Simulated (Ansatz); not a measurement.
Cost and result by functional for the adsorption energy of Cl on the 1x1 (111) surface of fcc Ag, one in a 2x2 cell, started at the site 'hollow Ag-Ag-Ag over Ag at depth 4.7 Å', in Ansatz (plane waves, PAW). Single points on the PBE structure, on one kind of machine; costs are rough ratios of the slab run's core time (references not counted) to the cheapest single point. r2SCAN's cost holds its higher cutoff (500 against 420 eV). Differences are taken against r2SCAN for comparison alone: no measured value is at hand, so the table doesn't rank accuracy.

Set-up: 17 atoms, 7.1 Å thick at the start under the adsorbate (thin: gaps and levels are the slab's own); mesh 6x6x1; 0.1 eV smearing; dipole correction on; 8 atoms held, the rest relaxed; symmetry of the start imposed; no spin, no spin-orbit, no U, no dispersion correction. At the end it is bonded to 3 Ag. In PBE it is, or lies within 0.03 eV of, the lowest of the starts that converged. These notes are the PBE run's. Adsorption energies are against ½ Cl2(g). A negative adsorption energy means that the adsorbate is more stable on the surface than in its reference.

```csv
functional,relative cost,adsorption energy (eV),less r2SCAN (eV)
RPBE,1,-1.30,0.58
r2SCAN,2,-1.88,0.00
PBE (the relaxed run's value),–,-1.49,0.39
```

The values span 0.58 eV, while the single points' costs differ by a factor of roughly 2. Differences are of unrounded values.

Ansatz is a program for electronic structure.
